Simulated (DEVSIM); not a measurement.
Device: Ti/SiO2/n-GaAs capacitor, at 300 K.

| layer (left to right) | material | thickness (nm) | Nd (cm⁻³) |
|---|---|---|---|
| 1 | SiO2 | 19.0 | - |
| 2 | GaAs | 7400 | 7.5e15 |

Metal gate on the left, work function 4.33 eV. Fixed charge at the semiconductor interface 0 cm⁻² (in units of +e); interface traps 9.3e11 cm⁻² eV⁻¹, uniform in energy, neutral level at 0.5 of the gap above the valence band.

This is a model device: material constants are rounded textbook-type values typed into the input, and sizes, dopings and lifetimes were drawn at random. Values at 300 K; Nc and Nv go as T^1.5, mobilities as T to minus their exponent, the gap by Varshni's rule with the affinity fixed.

| parameter | SiO2 | GaAs |
|---|---|---|
| gap (eV) | 9 | 1.424 |
| affinity (eV) | 0.9 | 4.07 |
| permittivity | 3.9 | 12.9 |
| Nc (cm⁻³) | - | 4.7e17 |
| Nv (cm⁻³) | - | 9e18 |
| Varshni α (eV/K) | - | 0.000541 |
| Varshni β (K) | - | 204 |

Simulated with DEVSIM: 1D Poisson equation in equilibrium, Boltzmann statistics, complete ionisation; no quantum confinement or tunnelling. Metal contacts follow the ideal Schottky-Mott rule: no Fermi-level pinning, no interface dipoles.

Base results: capacitance of the dielectric stack (μF/cm²) 0.182; minimum of the low-frequency capacitance (μF/cm²) 0.0894; flat-band voltage (V) 0.65.

Task: What follows from this one change: temperature 300 → 400 K?

Result: capacitance of the dielectric stack little changed (0.182 μF/cm²); minimum of the low-frequency capacitance little changed (0.0902 μF/cm²); flat-band voltage 0.65 → 0.54 V.

Task: What follows from this one change: SiO2 thickness 0.019 → 0.016 μm?

Result: capacitance of the dielectric stack 0.182 → 0.216 μF/cm²; minimum of the low-frequency capacitance 0.0894 → 0.0968 μF/cm²; flat-band voltage 0.65 → 0.57 V.

Task: What follows from this one change: interface trap density 9.3e+11 → 1e+12 cm^-2 eV^-1?

Result: capacitance of the dielectric stack little changed (0.182 μF/cm²); minimum of the low-frequency capacitance 0.0894 → 0.0923 μF/cm²; flat-band voltage 0.65 → 0.69 V.

Task: What follows from this one change: gate work function 4.33 → 4.63 eV?

Result: capacitance of the dielectric stack little changed (0.182 μF/cm²); minimum of the low-frequency capacitance little changed (0.0893 μF/cm²); flat-band voltage 0.65 → 0.95 V.
